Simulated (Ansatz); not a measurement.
Abridged Ansatz (a quantum-chemistry and plane-wave program) output:

```
Pseudopotential: Tl, paw, valence charge 13
Pseudopotential: Sb, paw, valence charge 15
Pseudopotential: Te, paw, valence charge 16
Crystal: 8 atoms, lattice volume = 255.739 Å³
Basis set: ecut = 420 eV, 5025 PW (Γ), exchange–correlation on 96×96×96 points (8 copies of the dense FFT grid, shifted against one another)
Bands: 68, of which v1, the nominal top of the filled ones, is band 60 counted from 1 (59 counted from 0)
Symmetry: 16 space group operations
k-points: 75 of 729
Functional: x = pbesol(κ = 0.804, μ = 0.12345679012345678), c = pbesol(β = 0.046)
SCF iter   1: F=—  HF=-63014.085122 eV  |F-HF|=—  |Δ(HF+E_count)|=         —  Δρ=2.57e-3  dr2=1.45e-2  ethr=1.77e-3  ⟨swp⟩=7.2  Hψ=20203  notcnv=0
SCF iter   2: F=—  HF=-63014.075956 eV  |F-HF|=—  |Δ(HF+E_count)|=   9.17e-3  Δρ=1.56e-3  dr2=5.64e-3  ethr=1.21e-5  ⟨swp⟩=2.2  Hψ=8532  notcnv=0  defer=5
SCF 1 converged in 10 iterations: F = -63014.074845 eV  dr2 = 6.01e-11
SCF converged after 10 iterations
Free energy (F): -63014.074845 eV
Internal energy: -63014.055482 eV  (E = F + TS)
E sigma→0 (E₀):  -63014.065163 eV
Entropy (-TS):   -0.019363 eV (-2.420 meV/atom)
Fermi energy:    9.262129 eV
--- Forces (eV/Å), atoms counted from 1 ---
  atom   1  Tl    -0.00000000    -0.00000000     0.00000000
  atom   2  Tl     0.00000000     0.00000000     0.00000000
  atom   3  Sb     0.00000000     0.00000000     0.00000000
  atom   4  Sb     0.00000000     0.00000000     0.00000000
  atom   5  Te    -0.00003724    -0.00003724     0.00000000
  atom   6  Te     0.00003724     0.00003724     0.00000000
  atom   7  Te     0.00003724    -0.00003724    -0.00000000
  atom   8  Te    -0.00003724     0.00003724    -0.00000000
--- Stress (GPa, compression-positive) ---
       -0.001749       0.000000      -0.000000
        0.000000      -0.001749      -0.000000
        0.000000       0.000000      -0.002483
  P = ⅓ Tr σ = -0.0020 GPa (-0.020 kbar)
```

### Question
What was computed, and what are the main results?

### Answer
TlSbTe2, 8 atoms in the cell, with PBEsol (Ansatz, PAW, no SOC). The last SCF converged to F = -63014.074845 eV, or -7876.7594 eV per atom, at a pressure of 0.00 GPa. The total energy compares only with runs of the same code, potentials and settings.

No phonon test of stability was made. The final runs are not spin-polarised. The cell was made from TlInTe2 by this change: In → Sb; the result is a hypothetical phase, not in the database extracts checked.
